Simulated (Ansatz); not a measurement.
The starting structures come from a database of crystals and need not be the phases stable at ambient conditions.

Here is the system:

```
CELL_PARAMETERS angstrom
      4.37628     0.00000     0.00000
      0.00000     9.25231     0.00000
      0.00000     0.00000     7.73927
ATOMIC_POSITIONS crystal
  Sn 0.25000 0.42512 0.76823
  Sn 0.75000 0.57488 0.23177
  Sn 0.75000 0.92512 0.73177
  Sn 0.25000 0.07488 0.26823
  Cl 0.75000 0.15401 0.51852
  Cl 0.25000 0.84599 0.48148
  Cl 0.25000 0.65401 0.98148
  Cl 0.75000 0.34599 0.01852
  Cl 0.75000 0.92009 0.14280
  Cl 0.25000 0.07991 0.85720
  Cl 0.25000 0.42009 0.35720
  Cl 0.75000 0.57991 0.64280
```

Space group of this cell: Pnma. The cell was relaxed by PBE-D3(BJ).

Transport runs along the normal of the first two printed cell vectors.

No gap correction and no spin-orbit coupling; mid-gap values are interpolated between computed energies.

### Question
Compute, with r2SCAN run with Ansatz (a program for electronic structure), the band gap and the smallest decay constant κ at mid-gap.

### Answer
Gap 3.43 eV on a 8×4×4 mesh; κ = 0.357 1/Å, at the zone centre.
